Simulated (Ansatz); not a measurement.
Cells marked so need not be the phases stable at ambient conditions, and some may be hypothetical.

 Where the default PAW files enter, the runs use the earlier of Ansatz's two default sets.

No gap correction and no spin-orbit coupling; mid-gap values are interpolated between computed energies.

A. SrO (Fm-3m, rock salt, 2 atoms a cell, 17.2 Å³ an atom), along the normal of (111)
B. Cs3Sb (Fm-3m, not sure to be the ambient phase, 4 atoms a cell, 49.4 Å³ an atom), along the normal of (001)
C. BaTi(BO₃)₂ (R-3, not sure to be the ambient phase, 10 atoms a cell, 12.5 Å³ an atom, -5 GPa at this level), along the normal of (001)

Problem. Rank these by mid-gap decay constant of the slowest evanescent state (lowest first), as r2SCAN run with Ansatz (an electronic-structure program) gives it.

Solution. B (0.13 1/Å), A (0.35 1/Å), C (0.52 1/Å)
